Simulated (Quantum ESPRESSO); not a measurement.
Habitual settings against a tight run: ZrH (P4_2/mmc, 4 atoms in the cell)

Self-consistent single point.

```
ZrH
1.0
    3.23946     0.00000     0.00000
    0.00000     3.23946     0.00000
    0.00000     0.00000     5.00747
Zr H
2 2
Cartesian
  0.00000   1.61973   2.50374
  1.61973   0.00000   0.00000
  1.61973   1.61973   1.25187
  1.61973   1.61973   3.75560
```

Method of the run: LDA (PZ), PSlibrary PAW (LDA) pseudopotentials (plane waves; Quantum ESPRESSO).

Base settings: ecutwfc = 55 Ry; ecutrho = 330 Ry; occupations = smearing; smearing = methfessel-paxton; degauss = 0.0073499 Ry; potentials = {Zr: Zr.pz-spn-kjpaw_psl.1.0.0.UPF, H: H.pz-kjpaw_psl.1.0.0.UPF}; K_POINTS = automatic 7 7 5 0 0 0; conv_thr = 1e-10 Ry.

Tight run (finer mesh or higher cutoff; not a proven limit): ecutwfc: 55 Ry → 77 Ry; ecutrho: 330 Ry → 462 Ry; conv_thr: 1e-10 Ry → 7.3e-11 Ry; K_POINTS: automatic 7 7 5 0 0 0 → automatic 10 10 7 0 0 0. It gave Fermi level (on the code's own zero) 12.51 eV; pressure -6.08 GPa.

Quick runs, as changes from the base:
- A: the base itself
- B: ecutwfc: 55 Ry → 44 Ry; ecutrho: 330 Ry → 264 Ry; smearing: methfessel-paxton → marzari-vanderbilt; degauss: 0.0073499 Ry → 0.019992 Ry; conv_thr: 1e-10 Ry → 7.3e-05 Ry; K_POINTS: automatic 7 7 5 0 0 0 → automatic 6 6 6 0 0 0
- C: ecutwfc: 55 Ry → 38 Ry; ecutrho: 330 Ry → 228 Ry; smearing: methfessel-paxton → marzari-vanderbilt; degauss: 0.0073499 Ry → 0.019992 Ry; conv_thr: 1e-10 Ry → 7.3e-05 Ry; K_POINTS: automatic 7 7 5 0 0 0 → automatic 8 8 8 0 0 0
- D: ecutwfc: 55 Ry → 28 Ry; ecutrho: 330 Ry → 168 Ry; conv_thr: 1e-10 Ry → 7.3e-06 Ry; K_POINTS: automatic 7 7 5 0 0 0 → automatic 8 8 8 0 0 0
- E: ecutwfc: 55 Ry → 33 Ry; ecutrho: 330 Ry → 198 Ry; smearing: methfessel-paxton → gaussian; degauss: 0.0073499 Ry → 0.0099958 Ry; conv_thr: 1e-10 Ry → 7.3e-06 Ry; K_POINTS: automatic 7 7 5 0 0 0 → automatic 1 1 1 0 0 0
- F: ecutwfc: 55 Ry → 33 Ry; ecutrho: 330 Ry → 198 Ry; smearing: methfessel-paxton → fermi-dirac; degauss: 0.0073499 Ry → 0.0099958 Ry; K_POINTS: automatic 7 7 5 0 0 0 → automatic 3 3 3 1 1 1

Energies are extrapolated to zero smearing width, which holds to low order in the width alone (under cold and Methfessel-Paxton smearing the free energy itself is taken).

Dashes: pressure of B, C, D, E, not trusted under this conv_thr with d or f elements.

The count of work is k-points × plane waves × bands × iterations; it is no time. 

The starting cell comes from a database of computed structures (which also holds hypothetical and non-ambient phases and stackings), without a prior relaxation at this level. Its lattice was rescaled by a random factor within 2.5 % of one. In the base run, with a pressure of about -6 GPa the cell is away from its equilibrium volume at this level.

| run | energy less tight (meV/atom) | pressure less tight (GPa) | count of work / tight |
|---|---|---|---|
| A | 6.6 | -0.07 | 0.22 |
| B | 12.5 | – | 0.092 |
| C | 29.3 | – | 0.14 |
| D | 259.4 | – | 0.11 |
| E | -365.7 | – | 0.0026 |
| F | 113.8 | -4.34 | 0.020 |

Among the runs at the tight run's level, the energy misses run from 6.6 to 365.7 meV/atom.
